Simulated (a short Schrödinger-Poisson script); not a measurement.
## MOS inversion layer, SiO2 on p-type Si(110)

System: MOS inversion layer, SiO2 on p-type Si(110), at 300 K.

| layer | material | thickness (nm) | Na (cm⁻³) |
|---|---|---|---|
| 1 | SiO2 | 2.5 | - |
| 2 | Si | 1600 | 7.3e16 |

The device is made up for the run: typed textbook-type constants, with dimensions and the other settings drawn at random. SiO2: permittivity 3.9, conduction-band edge (eV) 3.15, gap (eV) 9, electron mass (mₑ) 0.5. Si: permittivity 11.7, conduction-band edge (eV) 0, gap (eV) 1.124, Nv at 300 K (cm⁻³) 3.1e19.

Channel valleys (confinement mass, in-plane density-of-states mass, number): Δ4 0.315, 0.324, 4; Δ2 0.19, 0.417, 2. At the gate the conduction-band edge of layer 1 lies 3.6 eV − eVg above the Fermi level of the channel; the field vanishes at the back. Gaps are held at their typed values at every temperature. Mesh 0.03 nm at interfaces.

From a short Schrödinger-Poisson script (our own, NumPy): 1D Poisson equation in equilibrium, electrons quantum, Hartree (BenDaniel-Duke, 12 states a valley, the channel's in-plane mass for all, wave functions free to enter the dielectric), parabolic valleys, classical holes, full ionisation, no traps, pinning or gate leakage.

```
Vg (V)  electrons (cm⁻²)  C (μF/cm²)  Δ4 E0 (meV)  Δ4 E1 (meV)  Δ2 E0 (meV)  Δ2 E1 (meV)
------  ----------------  ----------  -----------  -----------  -----------  -----------
0.2               6.18e6      0.0934        393.5        436.5        402.4        452.9
0.3               2.01e8      0.0883        302.9        348.1        312.1        365.4
0.4               6.51e9       0.115        212.4        259.7        222.0        277.8
0.5              1.21e11       0.463        136.2        186.2        146.4        205.0
0.6              5.17e11       0.809         97.5        151.6        108.7        171.1
0.7              1.06e12       0.945         77.7        136.2         90.1        156.3
0.8              1.67e12        1.01         65.0        127.7         78.4        148.3
0.9              2.32e12        1.06         55.6        122.3         70.1        143.2
1                2.98e12        1.08         48.1        118.5         63.6        139.7
1.1              3.67e12        1.11         41.9        115.8         58.3        137.3
1.2              4.37e12        1.12         36.6        113.8         53.9        135.4
1.3              5.07e12        1.14         31.9        112.2         50.0        134.0
1.4              5.79e12        1.15         27.7        111.0         46.6        132.9
1.5              6.51e12        1.16         23.9        110.1         43.5        132.1
1.6              7.24e12        1.17         20.4        109.4         40.7        131.4
1.7              7.97e12        1.18         17.2        108.8         38.2        130.9
1.8              8.71e12        1.19         14.2        108.3         35.8        130.4
1.9              9.45e12        1.19         11.4        108.0         33.6        130.1
2                1.02e13        1.20          8.7        107.7         31.5        129.9
```

Gate voltages with under 1e6 electrons/cm² are left out.

Subbands count from the Fermi level.
